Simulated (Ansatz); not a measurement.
**Ca2Si: isotropic strain −5.08 %**

Base system: Ca₂Si (space group Pnma, No. 62; a = 7.4530 Å, b = 4.7873 Å, c = 8.9369 Å; a cell from a computed database, its experimental status unchecked).

It is then changed as follows: an isotropic linear strain of −5.08 %, atoms relaxed at fixed cell.

Computed with PBEsol, PAW, 420 eV (Ansatz, a program for electronic structure; without spin-orbit coupling). k-mesh 4×6×3 (Γ-centred); smearing 0.05 eV (Fermi–Dirac).

```json
[
 {"quantity": "volume per atom", "base": "26.57 Å³", "changed": "22.72 Å³", "shift": "-3.85 Å³"},
 {"quantity": "space group", "base": "Pnma (No. 62)", "changed": "Pnma (No. 62)", "shift": "–"},
 {"quantity": "shortest interatomic distance", "base": "2.955 Å", "changed": "2.787 Å", "shift": "-0.168 Å"},
 {"quantity": "energy relative to the base (free energy F)", "base": "0 meV/atom", "changed": "+89 meV/atom", "shift": "+89 meV/atom"},
 {"quantity": "pressure (mean of the normal stresses, compression positive)", "base": "0.00 GPa", "changed": "8.41 GPa", "shift": "+8.41 GPa"},
 {"quantity": "band gap (uncertain: the edges found look like a band crossing or inverted bands; the changed cell)", "base": "0.14 eV", "changed": "0.06 eV", "shift": "-0.086 eV"},
 {"quantity": "largest internal atomic displacement", "base": "–", "changed": "0.095 Å", "shift": "–"}
]
```

Whether these cells are dynamically stable was not tested. The zero or small gap of Ca2Si can change with the level of theory.
